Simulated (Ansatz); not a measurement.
The starting structures come from a database of crystals and need not be the phases stable at ambient conditions.

Inside the gap of an insulator the Bloch states are evanescent, with a wavenumber k + iκ along the transport direction.

```xyz
8
Lattice="4.3373 0.0000 0.0000 0.0000 12.2688 0.0000 0.0000 0.0000 4.3374" Properties=species:S:1:pos:R:3 pbc="T T T"
Pb     1.0843    10.7358     3.2477
Pb     3.2530     1.5331     1.0898
Pb     3.2530     7.6675     1.0789
Pb     1.0843     4.6013     3.2585
Se     1.0843     7.6691     3.2492
Se     3.2530     4.5997     1.0883
Se     3.2530    10.7342     1.0805
Se     1.0843     1.5347     3.2570
```

Space group of this cell: Pnma. The cell was relaxed by PBE-D3(BJ); by r2SCAN its mean pressure is 1.2 GPa.

Transport runs along the normal of the first two printed cell vectors.

The gap is the functional's own. No spin-orbit coupling. Mid-gap values are interpolated on the energy grid.

Problem. Compute, with r2SCAN (Ansatz, a first-principles code), the band gap and the smallest decay constant κ at mid-gap.

Solution. Gap 0.59 eV on a 8×4×8 mesh; κ = 0.078 1/Å, at (0.500, 0.000) of the in-plane reciprocal vectors. At the zone centre, at the nearest computed energy, the slowest state has κ = 0.08 1/Å.
